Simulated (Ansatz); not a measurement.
Coverage and cell size: C on the 1x1 (111) surface of fcc Ir, one adsorbate a cell, in each cell the lowest of the starts that converged. Energies against an atom of graphite, without dispersion, zero-point or thermal terms; small cells hold the layer to their symmetry. A negative adsorption energy means that the adsorbate is more stable on the surface than in its reference.

Computed with PBE (plane waves to 420 eV, PAW; Ansatz, a quantum-chemistry and plane-wave program).

```
area an adsorbate, end state  atoms  E_ads (eV)  height (Å)  Δ work function (eV)                      rough cost
----------------------------  -----  ----------  ----------  --------------------  ------------------------------
6 Å², bonded to 3 Ir              5        2.32        1.21                  0.54         roughly 18 core-seconds
13 Å², bonded to 3 Ir             9           …        1.12                  0.34     very roughly 7 core-minutes
26 Å², bonded to 3 Ir            17        0.79        1.08                  0.18  around 16 core-minutes (rough)
```

Q: Complete the blanks.

A: 
- 13 Å², bonded to 3 Ir, E_ads (eV): 1.24
